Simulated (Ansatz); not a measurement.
# (Bi,Sb): BiSb7

A 32-atom cell of (Bi,Sb) started in the arsenic (A7) type structure, site fractions Bi 0.125, Sb 0.875, short-range order +0.05 among the nearest mixed sites of the first mixed sublattice (0 is random, a negative value favours unlike neighbours), space group P1 at the end.

All values below come from PBE+D3(BJ) (plane waves to 420 eV, PAW; Ansatz, a quantum-chemistry and plane-wave program). Scalar-relativistic, without spin–orbit coupling; with elements this heavy it can move edges by tenths of an eV. Its k-point mesh 4×4×4, Fermi–Dirac width 0.05 eV.

| Item | Value |
|---|---|
| volume per atom | 30.41 Å³ |
| Sb–Sb bonds (within 1.22 times the sum of covalent radii) | 3.122 Å on average, from 2.919 to 3.364 (74) |
| Bi–Sb bonds (within 1.22 times the sum of covalent radii) | 3.166 Å on average, from 2.992 to 3.354 (20) |
| Bi–Bi bonds (within 1.22 times the sum of covalent radii) | 3.208 Å on average, from 3.066 to 3.351 (2) |

```yaml
crystal:
  lattice:
    - [8.69792, 5.02168, 3.71599]
    - [-8.69378, 5.01860, 3.71060]
    - [-0.00060, -10.04260, 3.71635]
  atoms:
    - { symbol: Sb, position: [0.23546, 0.48950, 0.98992] }
    - { symbol: Sb, position: [0.24061, 0.73579, 0.74037] }
    - { symbol: Sb, position: [0.24392, 0.98597, 0.48634] }
    - { symbol: Sb, position: [0.49019, 0.23439, 0.98976] }
    - { symbol: Sb, position: [0.24020, 0.23973, 0.23413] }
    - { symbol: Sb, position: [0.48992, 0.48906, 0.73477] }
    - { symbol: Sb, position: [0.48736, 0.73669, 0.48553] }
    - { symbol: Sb, position: [0.73341, 0.98464, 0.98422] }
    - { symbol: Sb, position: [0.48674, 0.98584, 0.23564] }
    - { symbol: Sb, position: [0.73479, 0.23595, 0.73641] }
    - { symbol: Sb, position: [0.73247, 0.48391, 0.48394] }
    - { symbol: Sb, position: [0.98425, 0.73452, 0.98475] }
    - { symbol: Sb, position: [0.73117, 0.73271, 0.23233] }
    - { symbol: Sb, position: [0.98168, 0.98693, 0.73938] }
    - { symbol: Bi, position: [0.98400, 0.24115, 0.48894] }
    - { symbol: Sb, position: [0.98396, 0.48424, 0.23265] }
    - { symbol: Sb, position: [0.75981, 0.01159, 0.51666] }
    - { symbol: Sb, position: [0.75893, 0.26542, 0.25908] }
    - { symbol: Sb, position: [0.76287, 0.51328, 0.01287] }
    - { symbol: Bi, position: [0.01307, 0.76218, 0.51336] }
    - { symbol: Sb, position: [0.76230, 0.76285, 0.76461] }
    - { symbol: Bi, position: [0.01431, 0.01015, 0.25943] }
    - { symbol: Sb, position: [0.01499, 0.26455, 0.01399] }
    - { symbol: Sb, position: [0.26790, 0.51708, 0.51587] }
    - { symbol: Sb, position: [0.01621, 0.51673, 0.76739] }
    - { symbol: Sb, position: [0.26645, 0.76344, 0.26330] }
    - { symbol: Sb, position: [0.26596, 0.01457, 0.01506] }
    - { symbol: Sb, position: [0.51375, 0.26360, 0.51433] }
    - { symbol: Bi, position: [0.26428, 0.26227, 0.76401] }
    - { symbol: Sb, position: [0.51239, 0.51318, 0.26359] }
    - { symbol: Sb, position: [0.51273, 0.76394, 0.01315] }
    - { symbol: Sb, position: [0.51393, 0.01413, 0.76420] }
```
